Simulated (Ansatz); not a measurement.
# Pressure series in hypothetical P4/nmm Co2Si

The reference is Co$_{2}$Si (space group P4/nmm, No. 129; a = 3.4547 Å, c = 5.7510 Å; ferromagnetic; a hypothetical phase, not in the database extracts checked).

Cell and atoms are relaxed at each pressure.

The values are results of PBE, PAW, 420 eV (Ansatz, a quantum-chemistry and plane-wave program; spin-orbit coupling left out), not measurements.

Notes on the quantities. enthalpy: H = E + PV relative to the base's energy.

```
variant                enthalpy  shortest interatomic distance
----------------  -------------  -----------------------------
base                          –                        2.250 Å
pressure −2 GPa   -0.14 eV/atom                        2.260 Å
pressure −1 GPa   -0.07 eV/atom                        2.255 Å
pressure 0.3 GPa  +0.02 eV/atom                        2.248 Å
pressure 0.7 GPa  +0.05 eV/atom                        2.247 Å
pressure 1.5 GPa  +0.11 eV/atom                        2.243 Å
pressure 3 GPa    +0.21 eV/atom                        2.236 Å
pressure 5 GPa    +0.35 eV/atom                        2.228 Å
pressure 7.5 GPa  +0.53 eV/atom                        2.218 Å
pressure 10 GPa   +0.70 eV/atom                        2.209 Å
```

The magnetic state is the one reached from the starting moments; the real material's order can differ, and small cells can't hold many antiferromagnetic ones. Load acts through the strain it causes; cell and atoms are relaxed under it. Stability against distortions was not tested. Competing high-pressure phases were not computed.
